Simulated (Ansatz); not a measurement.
The parent structure is MgTe in the wurtzite structure (space group P6_3mc, No. 186).

```xyz
4
Lattice="4.5614 0.0000 0.0000 -2.2807 3.9503 0.0000 0.0000 0.0000 7.4119" Properties=species:S:1:pos:R:3 pbc="T T T"
Mg     0.0000     2.6335     7.4089
Mg     2.2807     1.3168     3.7029
Te     0.0000     2.6335     2.7899
Te     2.2807     1.3168     6.4959
```

All numbers come from Ansatz (an electronic-structure program), PBEsol, PAW, cutoff 420 eV, no SOC.

Strains are applied to the cell and any free atomic positions relax.

One change was made to it. Results:

```csv
quantity,base,after
band gap,2.39 eV,2.31 eV
energy relative to the base (free energy F),0 meV/atom,+1.2 meV/atom
"pressure (mean of the normal stresses, compression positive)",-0.01 GPa,-0.63 GPa
```

Name the change that was made.
A. isotropic strain +0.60 %
B. isotropic strain +2.40 %
C. isotropic strain +3.00 %
D. isotropic strain +1.80 %
E. isotropic strain +1.20 %

A, isotropic strain +0.60 %. For comparison, the band gap in the other runs: isotropic strain +1.80 % gives 2.16 eV; isotropic strain +3.00 % gives 2.01 eV; isotropic strain +2.40 % gives 2.08 eV; isotropic strain +1.20 % gives 2.23 eV.

Spin-orbit coupling, missing from the scalar runs, can matter with Te. Whether these cells are dynamically stable was not tested.
